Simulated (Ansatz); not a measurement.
Candidates (primitive cells; geometry: cell and atoms relaxed with PBEsol):
A. AlP (F-43m), a = b = c = 3.8682 Å, α = β = γ = 60.00°
B. ZnSe (F-43m), a = b = c = 3.983 Å, α = β = γ = 60.00°
C. BP (F-43m), a = 3.1962 Å, b = 3.1962 Å, c = 3.1962 Å, α = 60.00°, β = 60.00°, γ = 60.00°
D. InP (F-43m), a = b = c = 4.1569 Å, α = β = γ = 60.00°
E. InAs (F-43m), a = 4.3050 Å, b = 4.3050 Å, c = 4.3050 Å, α = 60.00°, β = 60.00°, γ = 60.00°

**Question.** Rank these by Seebeck coefficient, n-type 1e19 cm⁻³ (highest first), as HSE06, rigid bands in Ansatz (a program for electronic structure) gives it.

**Answer.** E (-31 μV/K), D (-61 μV/K), B (-87 μV/K), A (-260 μV/K), C (-331 μV/K)

Seebeck coefficients are for the stated density at 300 K, with one relaxation time for all states and whether or not that doping can be reached. Spin-orbit coupling is left out.
